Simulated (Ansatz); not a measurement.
Input:

```
CELL_PARAMETERS angstrom
      3.47121     0.00000     0.00000
      1.73561     3.00616     0.00000
      1.73561    -1.00205     2.80236
ATOMIC_POSITIONS crystal
  Be 0.00071 0.99964 0.99893
  S  0.49929 0.25036 0.75107
```

No spin polarisation.

The values are results of Ansatz (a quantum-chemistry and plane-wave program) r2SCAN, spin-orbit coupling left out, not measurements. Settings: 12×12×12 k-points, 0.05 eV Fermi–Dirac smearing.

### Question
Predict the valence-band top at Γ (three highest levels, from the VBM).

### Answer
0.00, -0.08, -0.08 eV.

### Question
What is the computed gap character?

### Answer
Indirect, Γ → F.

The cells carry an imposed strain or load. Whether these cells are dynamically stable was not tested. The cell was made from BeS in the zinc blende structure (space group F-43m, No. 216) by this change: biaxial strain +0.83 %, plane normal [111], relaxed out of plane.
